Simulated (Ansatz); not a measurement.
The parent structure is GeS2 in the 2H-MoS2 type structure (space group P6_3/mmc, No. 194; a hypothetical phase, not in the database extracts checked; layered, stacked along the Cartesian z axis).

```
GeS2
1.0
    3.42754     0.00000     0.00000
   -1.71377     2.96834     0.00000
    0.00000     0.00000    10.62164
Ge S
2 4
Direct
  0.33333   0.66667   0.25000
  0.66667   0.33333   0.75000
  0.33333   0.66667   0.60589
  0.66667   0.33333   0.10589
  0.66667   0.33333   0.39411
  0.33333   0.66667   0.89411
```

Cartesian axes are those of the cell as printed.

Level of theory: PBE-D3(BJ) (Ansatz, a program for electronic structure; PAW; 420 eV plane waves; spin-orbit coupling left out), earlier PAW set.

Strains are applied to the cell and any free atomic positions relax; under biaxial strain the out-of-plane vector relaxes too; under stress the whole cell relaxes.

One change was made to it. Results:

```json
[
 {"quantity": "volume per atom", "base": "18.01 Å³", "after": "17.90 Å³"},
 {"quantity": "band gap", "base": "zero", "after": "zero"}
]
```

What was done to the base?
A. uniaxial stress, 1 GPa compression along z
B. biaxial strain −0.84 %, plane normal [001], relaxed out of plane
C. uniaxial stress, 3 GPa compression along z
D. isotropic strain +2.35 %
E. biaxial strain −3.47 %, plane normal [001], relaxed out of plane

A, uniaxial stress, 1 GPa compression along z. For comparison, the volume per atom in the other runs: biaxial strain −3.47 %, plane normal [001], relaxed out of plane gives 17.37 Å³; isotropic strain +2.35 % gives 19.31 Å³; uniaxial stress, 3 GPa compression along z gives 17.73 Å³; biaxial strain −0.84 %, plane normal [001], relaxed out of plane gives 17.80 Å³.

Without a gap, meshes like the base's 16×16×5 leave anisotropic stresses uncertain by several tenths of a GPa, and small strain energies with them. Stability under load was not tested beyond the relaxation. The final runs are not spin-polarised.
